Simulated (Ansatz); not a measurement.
# A computed series for As: pressure series

Start from As in the A7 type structure (space group R-3m, No. 166; a = 3.746 Å, c = 9.754 Å (hexagonal axes); layered).

Cell and atoms are relaxed at each pressure.

Computed with plane-wave PAW DFT at the PBEsol-D3(BJ) level (Ansatz, a first-principles code, 420 eV), scalar-relativistic without spin-orbit coupling, earlier PAW set.

Notes on the quantities. enthalpy: H = E + PV relative to the base's energy.

```csv
case,lattice parameter a,enthalpy,c/a ratio
base,3.746 Å,–,2.604
pressure −2 GPa,3.770 Å,-0.25 eV/atom,2.644
pressure −1 GPa,3.758 Å,-0.12 eV/atom,2.621
pressure 0.3 GPa,3.742 Å,+0.04 eV/atom,2.599
pressure 0.7 GPa,3.738 Å,+0.09 eV/atom,2.593
pressure 1.5 GPa,3.729 Å,+0.18 eV/atom,2.581
pressure 3 GPa,3.714 Å,+0.36 eV/atom,2.562
pressure 5 GPa,3.695 Å,+0.60 eV/atom,2.541
pressure 7.5 GPa,3.672 Å,+0.88 eV/atom,2.522
pressure 10 GPa,3.649 Å,+1.16 eV/atom,2.508
```

Load acts through the strain it causes; cell and atoms are relaxed under it. Whether these cells are dynamically stable was not tested. No other phases were tried under pressure.
